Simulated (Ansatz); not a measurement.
One pseudomorphic plane of X on fcc Pd (111), continuing the host's stacking (six planes of the host, 1x1 cell of 6.73 Å², clean work function 5.21 eV). ΔE counts an X atom from its bulk element. E_seg is the energy of the plane on top less that of the same plane lying second, under one plane of the host, at equal numbers of atoms (made equal with bulk Pd); a negative value keeps X outside. χ is Pauling's electronegativity. These are constructed structures, held to the host's lattice; rows with a moment ran spin-polarised from parallel moments in the plane, the only order that a 1x1 cell holds, and a change of moment is part of their E_seg. Rows without one ran without spin, though stretched planes of other d metals may be magnetic.

These are PBE (plane waves to 420 eV, PAW; Ansatz, a first-principles code) values and carry that method's errors.

```json
[
 {"X": "Mn", "χ": "1.55", "ΔE (eV)": "0.26", "Δφ (eV)": "-1.02", "E_seg (eV)": "0.70", "moment of the cell, X on top / second (μB)": "4.4 / 4.6"},
 {"X": "Zn", "χ": "1.65", "ΔE (eV)": "-0.71", "Δφ (eV)": "-0.85", "E_seg (eV)": "0.45", "moment of the cell, X on top / second (μB)": "–"},
 {"X": "Cr", "χ": "1.66", "ΔE (eV)": "1.01", "Δφ (eV)": "-0.90", "E_seg (eV)": "0.87", "moment of the cell, X on top / second (μB)": "3.1 / 2.2"},
 {"X": "Co", "χ": "1.88", "ΔE (eV)": "0.57", "Δφ (eV)": "-0.53", "E_seg (eV)": "0.54", "moment of the cell, X on top / second (μB)": "2.6 / 3.0"},
 {"X": "Ir", "χ": "2.20", "ΔE (eV)": "0.62", "Δφ (eV)": "0.44", "E_seg (eV)": "0.35", "moment of the cell, X on top / second (μB)": "–"},
 {"X": "Pt", "χ": "2.28", "ΔE (eV)": "-0.04", "Δφ (eV)": "0.51", "E_seg (eV)": "-0.01", "moment of the cell, X on top / second (μB)": "–"},
 {"X": "Rh", "χ": "2.28", "ΔE (eV)": "0.49", "Δφ (eV)": "0.05", "E_seg (eV)": "0.30", "moment of the cell, X on top / second (μB)": "–"},
 {"X": "Au", "χ": "2.54", "ΔE (eV)": "-0.35", "Δφ (eV)": "?", "E_seg (eV)": "-0.27", "moment of the cell, X on top / second (μB)": "–"}
]
```

Problem. Fit a straight line of Δφ against χ to the other rows and predict the withheld value for Au.

Solution. Least squares gives Δφ = -4.11 + (1.96) × χ, with a root-mean-square miss of 0.17 eV. For Au, χ = 2.54 gives 0.87 eV; the run gave -0.01 eV, 0.88 eV away, 5.3 times that miss. Of the pairs tried (Δφ and E_seg against χ, E_seg against ΔE) this one correlates best on the rows given.

Work function. Over these 8 rows Δφ correlates with χ at r = 0.87. It runs from -1.02 eV (Mn) to 0.51 eV (Pt), that is from 4.19 to 5.72 eV in all.

Place. E_seg is below −0.05 eV, so that the full plane is lower on top, for Au; above 0.05 eV, so that it is lower under one plane of the host, for Mn, Zn, Cr, Co, Ir, Rh.

ΔE is negative for Zn, Pt, Au: there the strained plane on this host is lower than the bare face and X's own bulk. Alloying within the plane, relief of strain and larger cells were not tried.

Left out: 9 runs of this family that did not converge or found no flat vacuum level.
